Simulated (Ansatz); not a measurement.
Consider GaN in the zinc blende structure (space group F-43m, No. 216; a = 4.549 Å).

Structures relaxed with PBE, PAW, 420 eV (Ansatz, an electronic-structure program; spin-orbit coupling left out).

Base:

Simulated powder pattern, Cu Kα1, λ = 1.54056 Å (kinematic, ideal powder, no thermal factors, no anomalous dispersion; the 14 strongest lines at most, above 2 %, up to 2θ = 90°):

```csv
2θ (°),I/Imax (%),hkl
34.11,100,(111)
39.59,33,(200)
57.24,42,(220)
68.34,37,(311)
71.84,7.8,(222)
85.28,6.1,(400)
```

After one change:

Simulated powder pattern, Cu Kα1, λ = 1.54056 Å (kinematic, ideal powder, no thermal factors, no anomalous dispersion; the 14 strongest lines at most, above 2 %, up to 2θ = 90°):

```csv
2θ (°),I/Imax (%)
33.77,100
39.19,33
56.62,42
67.57,37
71.02,7.8
84.24,6.1
```

Question: What was done to the base?
A. isotropic strain +0.50 %
B. isotropic strain +1.00 %
C. isotropic strain −2.50 %
D. isotropic strain +3.00 %

Answer: B, isotropic strain +1.00 %. Its volume per atom is 12.12 Å³ against 11.76 Å³, and its space group is F-43m (No. 216).

No phonon test of stability was made. This is not the structure that GaN has at room temperature and ambient pressure.
